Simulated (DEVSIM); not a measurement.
**abrupt Ge p-n junction**

Structure: abrupt Ge p-n junction, at 300 K.

```csv
layer (left to right),material,thickness (μm),Nd (cm⁻³),Na (cm⁻³),τn (s),τp (s)
1,Ge,3.40,-,3.9e15,4.9e-6,4.9e-6
2,Ge,250,4.2e16,-,4.9e-6,4.9e-6
```

Left contact: ohmic. Right contact: ohmic. Voltage is applied to the left contact. Recombination: SRH at mid-gap. Mobility is constant in doping.

This is a model device: material constants are rounded textbook-type values typed into the input, and sizes, dopings and lifetimes were drawn at random. Values at 300 K.

```csv
parameter,Ge
gap (eV),0.664
affinity (eV),4
permittivity,16
Nc (cm⁻³),1.04e19
Nv (cm⁻³),6e18
μn (cm²/Vs),3900
μp (cm²/Vs),1900
```

Simulated with DEVSIM: 1D drift-diffusion, Boltzmann statistics, complete ionisation; no tunnelling, impact ionisation, image-force lowering or self-heating.

```
Item                                               Result
---------------------------------------------  ----------
Potential step across the device at zero bias     0.332 V
Largest field in the device at zero bias       16000 V/cm
Dark forward voltage at 1 A/cm²                   0.135 V
Dark forward voltage at 100 A/cm²                 0.354 V
```

Small-signal capacitance in reverse bias (quasi-static):

```json
[
 {"V (V)": "-0.4", "C (nF/cm²)": "24.4"},
 {"V (V)": "-1", "C (nF/cm²)": "17.8"},
 {"V (V)": "-2", "C (nF/cm²)": "13.3"},
 {"V (V)": "-3", "C (nF/cm²)": "11.1"},
 {"V (V)": "-4", "C (nF/cm²)": "9.73"},
 {"V (V)": "-6", "C (nF/cm²)": "8.03"},
 {"V (V)": "-8", "C (nF/cm²)": "6.99"}
]
```

Dark reverse current:

```tsv
V (V)	J (A/cm²)
-0.40	-0.0063
-1.00	-0.0068
-2.00	-0.0075
-3.00	-0.0082
-4.00	-0.0088
-6.00	-0.010
-8.00	-0.012
```
